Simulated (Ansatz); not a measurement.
The reference is CaHfSe₃ in the cubic perovskite structure (space group Pm-3m, No. 221; a = 5.123 Å; a hypothetical phase, not in the database extracts checked).

The change: cell and atoms relaxed at a pressure of 1.5 GPa.

Levels (all Ansatz, a program for electronic structure, PAW): PBEsol (420 eV, without spin-orbit coupling); HSE06 (420 eV, no SOC).

The geometry is relaxed with PBEsol.

```
Item             Result
---------------  ------
PBEsol band gap    zero
```

Task: Predict the band gap from HSE06.

Result: The band gap changes from zero to 0.68 eV.

Single points use the geometry relaxed with PBEsol. The hybrid gap comes from the SCF mesh plus the semilocal run's edge points and a few special points and is an upper bound. With Hf present, leaving out spin-orbit coupling can change the band edges. Load acts through the strain it causes; cell and atoms are relaxed under it. No phonon test of stability was made. The final runs are not spin-polarised. Many cubic perovskites are stable only at high temperature; tilts and polar distortions were not tested. Gaps under 0.05 eV, about the width of the smearing, are given as zero. The zero or small gap of CaHfSe3 can change with the level of theory.
